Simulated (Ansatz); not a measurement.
Coverage and cell size: H on the 1x1 (0001) surface of hcp Ti, one adsorbate a cell, in each cell the lowest of the starts that converged. Energies against ½ H2(g), without dispersion, zero-point or thermal terms; small cells hold the layer to their symmetry. A negative adsorption energy means that the adsorbate is more stable on the surface than in its reference.

Level of theory: PBE (plane waves to 420 eV, PAW; Ansatz, a program for electronic structure).

| area an adsorbate, end state | atoms | E_ads (eV) | height (Å) | Δ work function (eV) | rough cost |
|---|---|---|---|---|---|
| 7 Å², bonded to 3 Ti | 5 | -1.15 | 1.00 | [?] | around 30 core-seconds (rough) |
| 15 Å², bonded to 3 Ti | 9 | [?] | 1.07 | -0.10 | about 5 core-minutes (a rough figure) |
| 30 Å², bonded to 3 Ti | 17 | -1.09 | 1.09 | -0.09 | roughly 2.5 core-minutes |

Problem. Some entries are withheld; supply them.

Solution. 
- 7 Å², bonded to 3 Ti, Δ work function (eV): 0.21
- 15 Å², bonded to 3 Ti, E_ads (eV): -1.12
